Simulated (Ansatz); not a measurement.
## Mo: energy against volume

Mo (bcc, Im-3m, 15.326 Å³/atom and stress up to 0.01 GPa in the relaxed cell, cube axes along x, y and z) under hydrostatic pressure, with the cell free. PBEsol in Ansatz, a plane-wave DFT program (PAW, default set), 420 eV, 21×21×21 Γ-centred mesh, Fermi-Dirac smearing 0.05 eV.

Here V stands for volume and E for E less E0.

| volume (Å³/atom) | E less E0 (meV/atom) | pressure (GPa) |
|---|---|---|
| 15.4377 | 0.74 | -2.01 |
| 15.3813 | 0.19 | -1.01 |
| 15.3258 | 0.00 | -0.01 |
| 15.2771 | 0.12 | 0.89 |
| 15.2136 | 0.69 | 2.08 |
| 15.0890 | 3.20 | 4.50 |
| 14.8702 | 12.30 | 9.01 |
| 14.6025 | 32.19 | 15.01 |
| 14.0258 | ? | ? |

Using the third-order Birch-Murnaghan form, a cubic in V^(-2/3), estimate the missing E at V = 14.0258 from the other rows, showing the fit.

With u = V^(-2/3) - 0.1634, the rows have u = -0.0021085, -0.0017144, -0.0013243, -0.0009800, -0.0005284, 0.0003670, 0.0019695, 0.0039845. Least squares gives E = 1.948 + 2988.5·u + 1148642·u² + 1556028·u³. Residuals (row less fit): 0.001, -0.003, -0.001, -0.001, 0.001, 0.000, -0.001, 0.000; standard error 0.002 (degrees of freedom: 4). Its minimum lies at u = -0.0013043, so V0 = (0.1620957)^(-3/2) = 15.32. There d²E/du² = 2285000 and d³E/du³ = 9336000, so B0 = (4/9) × 15.32^(-7/3) × 2285000 × 0.160218 = 279 GPa (the last factor turns the table's units into GPa), and B0' = 4 + (2/3) × 0.1620957 × (9336000)/2285000 = 4.4. B0' rests on the cubic coefficient alone and has a standard error of 0.1 from these residuals. At the withheld row, u = 0.0085418, so E = 1.948 + 2988.5 × 0.0085418 + 1148642 × 0.0085418² + 1556028 × 0.0085418³ = 112.253 meV/atom. The calculation gives 112.19 meV/atom, 0.063 meV/atom below the prediction (0.1 % of the range of E in the table). The row lies outside the fitted rows, so this is an extrapolation. The scatter of the fitted rows lies at the last printed digit.

In a metal these values are sensitive to mesh and smearing; energies are taken to zero smearing, stresses follow the free energy. Other structures, which can take over under pressure, weren't tried. The same form fitted to the pressure column gives B0' = 4.3; series where the two differ by over 0.4 aren't shown. Rows are the converged runs of the series near zero and its far end, less any whose ions stayed unrelaxed beside relaxed ones; series whose fitted rows scatter by over a few per cent of the range, as at a crossing or softening among them, aren't shown in this form.
